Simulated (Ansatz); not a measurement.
## AlN: band gap against strain

AlN (wurtzite, P6_3mc, 10.645 Å³/atom at rest, c along z) under an equal strain ε in the (0001) plane with the normal axis free, as in a coherent film. PBE in Ansatz, a plane-wave DFT program (PAW, default set), 420 eV, 12×12×7 Γ-centred mesh, Fermi-Dirac smearing 0.05 eV; ions are relaxed within the symmetry of each cell. Gaps are the smallest over the k-mesh and a band path, without spin-orbit coupling; in all rows the valence edge lies at Γ and the conduction edge at Γ.

Here s stands for strain and Eg for gap.

| strain (%) | gap (eV) |
|---|---|
| 0.00 | 4.034 |
| 0.60 | 3.914 |
| 1.20 | 3.794 |
| 1.80 | 3.676 |
| 3.00 | ? |

Q: Using a straight line, estimate the missing Eg at s = 3.00 from the other rows, showing the fit.

A: Means: s 0.90000, Eg 3.8545. About the means, the sum of products is -0.35820 and the sum of squares of s is 1.8000; the slope is their ratio. Least squares gives Eg = 4.0336 - 0.19900·s. Residuals (row less fit): 0.0004, -0.0002, -0.0008, 0.0006; standard error 0.0008 (degrees of freedom: 2). Over these rows the gap moves by -20 ± 0.06 eV per unit strain. At the withheld row, Eg = 4.0336 - 0.19900 × 3.0 = 3.4366 eV. The calculation gives 3.445 eV, 0.0084 eV above the prediction (1.4 % of the range of Eg in the table). The row lies outside the fitted rows, so this is an extrapolation. From the scatter of the fitted rows alone, a prediction at this place has a standard error of 0.0015 eV, so the miss is 5.6 times that.

One order more, fitted to all 6 runs of the series, follows each within 0.001, so the miss is the next term of a smooth law. Rows are the converged runs of the series near zero and its far end; series whose fitted rows scatter by over a few per cent of the range, as at a crossing or softening among them, aren't shown in this form. Most that stay on the fit to the last digits aren't either.
